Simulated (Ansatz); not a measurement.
Carrier properties of AlP (F-43m)

```
CELL_PARAMETERS angstrom
      0.00000     2.73522     2.73522
      2.73522     0.00000     2.73522
      2.73522     2.73522     0.00000
ATOMIC_POSITIONS crystal
  Al 0.00000 0.00000 0.00000
  P  0.25000 0.25000 0.25000
```

Level of theory: PBE with spin-orbit coupling, rigid bands (plane waves, PAW; Ansatz, a program for electronic structure). Geometry: cell and atoms relaxed with PBEsol.

```yaml
band_gap: 1.57 eV
electron conductivity mass (300 K, dilute): 0.34 mₑ
hole conductivity mass (300 K, dilute): 0.70 mₑ
effective density of states N_c (300 K): 1.8e19 cm⁻³
effective density of states N_v (300 K): 5.7e19 cm⁻³
density_of_states_mass_electrons: 0.79 mₑ
density_of_states_mass_holes: 1.72 mₑ
Seebeck coefficient, n-type 1e19 cm⁻³, 300 K: -266 μV/K
best n-type power factor at 300 K for τ = 10 fs (best axis; densities from 1e16 to 1e21 cm⁻³ tried, whether or not they can be reached): 8.0 μW/(cm·K²) at 1e20 cm⁻³
Seebeck coefficient, p-type 1e19 cm⁻³, 300 K: 400 μV/K
best p-type power factor at 300 K for τ = 10 fs (best axis; densities from 1e16 to 1e21 cm⁻³ tried, whether or not they can be reached): 23 μW/(cm·K²) at 3e20 cm⁻³
```

Rigid bands; masses and Seebeck coefficients take one relaxation time τ for all states and one kind of carrier; polarons and phonon drag are left out. Geometry: cell and atoms relaxed with PBEsol.
